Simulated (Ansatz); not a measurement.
Consider O vacancy in monoclinic HfO2, charge state +2. Level of theory: PBE, PAW (plane waves to 420 eV; Ansatz, a first-principles code).

96-site cell at the relaxed PBE lattice, the Γ point alone, smearing 0.01 eV, spin-restricted, no finite-size correction. Energies are static. Spin-orbit coupling is left out. The charge state is imposed; whether it is stable for some Fermi level was not computed. Forms of the defect that were not tried may lie lower.

Barriers: single points on a 2×2×2 k-point mesh shifted by half a step at the bands' geometries.

The step: a nearby O atom hops onto the vacant site; the atom moves 2.49 Å along (0.01, -0.12, 0.45) of the unit cell; the moving atom starts with neighbours Hf at 2.08, Hf at 2.11, Hf at 2.12; O at 2.53, O at 2.57 Å and ends with Hf at 2.06, Hf at 2.07, Hf at 2.21; O at 2.58, O at 2.63 Å.

Task: Estimate the migration barrier of this step that PBE, PAW returns for this input.

Result: 850 meV, the same both ways. At the saddle the moving atom has neighbours Hf at 2.06, Hf at 2.25, Hf at 2.61; O at 2.65, 2 O at 2.66 Å. The saddle point's order was not checked.
